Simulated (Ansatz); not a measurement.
Consider the following.

```
CELL_PARAMETERS angstrom
      3.61582     0.00000     0.00000
     -1.80791     3.13140     0.00000
      0.00000     0.00000     5.64591
ATOMIC_POSITIONS crystal
  Y  0.66667 0.33333 0.75000
  Y  0.33333 0.66667 0.25000
```

No spin polarisation.

Calculations: DFT with PBE, PAW potentials and a 420 eV plane-wave cutoff in Ansatz (a first-principles code), without spin-orbit coupling. Settings: 18×18×10 k-points, 0.1 eV Fermi–Dirac smearing.

**Question.** Predict the space group.

**Answer.** P6_3/mmc (No. 194).

**Question.** Predict the pressure (mean of the normal stresses, compression positive).

**Answer.** 1.3 GPa.

The cells carry an imposed strain or load. No phonon test of stability was made. All final runs are without spin polarisation. The cell was made from Y in the hcp (Mg type) structure (space group P6_3/mmc, No. 194) by this change: isotropic strain −1.00 %.
